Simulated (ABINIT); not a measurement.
Input and output of a self-consistent single point for CaHg (P4mm, 2 atoms in the cell) (ABINIT).

Method of the run: PBEsol, PAW (JTH v2.0 PBE PAW, files made for PBE) (plane waves; ABINIT).

```
CELL_PARAMETERS angstrom
      3.77342     0.00000     0.00000
      0.00000     3.77342     0.00000
      0.00000     0.00000     3.77342
ATOMIC_POSITIONS crystal
  Ca 0.00000 0.00000 0.01325
  Hg 0.50000 0.50000 0.50000
```

Reference input (self-consistent single point, DFT, PBEsol, plane waves, PAW (JTH v2.0 PBE PAW, files made for PBE)): pseudos = [Ca.GGA_PBE-JTH.xml, Hg.GGA_PBE-JTH.xml]; ecut = 21 Ha; pawecutdg = 42 Ha; pawxcdev = 0; ixc = -116133; occopt = 7; tsmear = 0.00367493 Ha; ngkpt = 4 4 4; nshiftk = 1; shiftk = 0 0 0; potentials = JTH v2.0 PBE PAW; nband = 16. This run's input differs from it in these lines:

```diff
@@ -27,3 +27,4 @@
 nstep 50
-tolvrs 1.0e-10
+tolwfr 1.0e-16
+nbdbuf 2
 prtwf 0
```

Log, with long lists cut:

```
--- !BeginCycle
solver: {iscf: 17, nstep: 50, nline: 4, wfoptalg: 10, }
tolerances: {tolwfr: 1.00E-16, }
...

     iter   Etot(hartree)      deltaE(h)  residm     nres2
 ETOT  1  -79.139506677137    -7.914E+01 2.999E-01 9.921E+00
 ETOT  2  -79.339194753949    -1.997E-01 5.430E-03 8.974E+00
 ETOT  3  -79.294024715151     4.517E-02 9.704E-04 1.632E+00
 ETOT  4  -79.288603576534     5.421E-03 5.101E-04 1.976E-02
 ETOT  5  -79.289043388191    -4.398E-04 5.238E-05 1.155E-02
   [... 41 lines left out ...]
 ETOT 47  -79.289073540104     1.137E-13 6.950E-06 1.555E-22
 ETOT 48  -79.289073540104    -5.116E-13 5.441E-06 6.175E-23
 ETOT 49  -79.289073540104     4.832E-13 5.810E-06 1.202E-23
 ETOT 50  -79.289073540104    -2.842E-13 4.581E-06 2.728E-23

 Cartesian components of stress tensor (hartree/bohr^3)
  sigma(1 1)=  4.98026504E-05  sigma(3 2)=  0.00000000E+00
  sigma(2 2)=  4.98026504E-05  sigma(3 1)=  0.00000000E+00
  sigma(3 3)=  5.04153630E-05  sigma(2 1)=  0.00000000E+00
 scprqt:  WARNING -
  nstep=   50 was not enough SCF cycles to converge;
  maximum residual=  4.581E-06 exceeds tolwfr=  1.000E-16

 ----iterations are completed or convergence reached----

 reduced coordinates (array xred) for    2 atoms
       0.000000000000      0.000000000000      0.013250999995
       0.500000000000      0.500000000000      0.500000000000
   [... lines left out ...]
 Fermi (or HOMO) energy (hartree) =   0.19311   Average Vxc (hartree)=  -0.35207
 Fermi (or HOMO) energy (eV) =   5.25484   Average Vxc (eV)=  -9.58019
   [... lines left out ...]
 Eigenvalues (   eV  ) for nkpt=  18  k points:
 prteigrs : prtvol=0 or 1, do not print more k-points.

--- !EnergyTerms
kinetic             :  2.03030410331995E+01
hartree             :  1.58784474543005E+01
xc                  : -7.75065649411912E+00
Ewald energy        : -6.20326569615067E+01
psp_core            :  3.57974608810631E+00
local_psp           : -5.26148613239625E+01
internal            : -7.92888300715259E+01
'-kT*entropy'       : -2.43468579261980E-04
total_energy        : -7.92890735401051E+01
total_energy_eV     : -2.15756541600357E+03
...

-Cartesian components of stress tensor (GPa)         [Pressure= -1.4713E+00 GPa]
- sigma(1 1)=  1.46524431E+00  sigma(3 2)=  0.00000000E+00
- sigma(2 2)=  1.46524431E+00  sigma(3 1)=  0.00000000E+00
- sigma(3 3)=  1.48327094E+00  sigma(2 1)=  0.00000000E+00

 Calculation completed.
```

The run ended unconverged after 50 iterations. 

The starting cell comes from a database of computed structures (which also holds hypothetical and non-ambient phases and stackings), without a prior relaxation at this level. Its lattice was rescaled by up to half a per cent. One atom was moved a little off its site on purpose. The potentials were made for another functional than the one used.

Cost on one core of a shared machine: roughly 70 s.
